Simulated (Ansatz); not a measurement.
Structures of equal composition on the (111)B surface of zinc-blende InAs (As plane on top): 2x2 Mg adatom at H3; 2x2 Mg adatom at T4. The slabs share one bottom face, and each structure is named by its start. These are constructed structures in small cells; real faces may alloy, dewet or reconstruct in larger ones, and not all known structures of the face are among them. Slabs of about 15 Å with all that they carry, Fermi-Dirac smearing of 0.025 eV. Bottom of the slabs: H caps. Relaxed from the named starts with such symmetry as they have, on meshes of like density; energies extrapolated to zero smearing; no spin-orbit coupling, no U. Spin-polarised runs, if any, are marked in brackets, and their order is one that fits the cell; the others ran without spin. Where a second, spin-polarised start was run, the lower counts.

Host crystal: zinc-blende InAs, a metal or without a clear band gap (PBE, scalar-relativistic without spin-orbit coupling).

These are PBE (plane waves to 420 eV, PAW; Ansatz, a quantum-chemistry and plane-wave program) values and carry that method's errors.

Task: Order them by energy per 1x1 cell (lowest first) at the level PBE.

Result: 2x2 Mg adatom at H3 (0.000 eV [spin, 1.1 μB a cell], no gap over 0.04 eV on the mesh), 2x2 Mg adatom at T4 (0.060 eV (3 As–Mg bonds formed) [spin start, no net moment], no gap over 0.04 eV on the mesh)
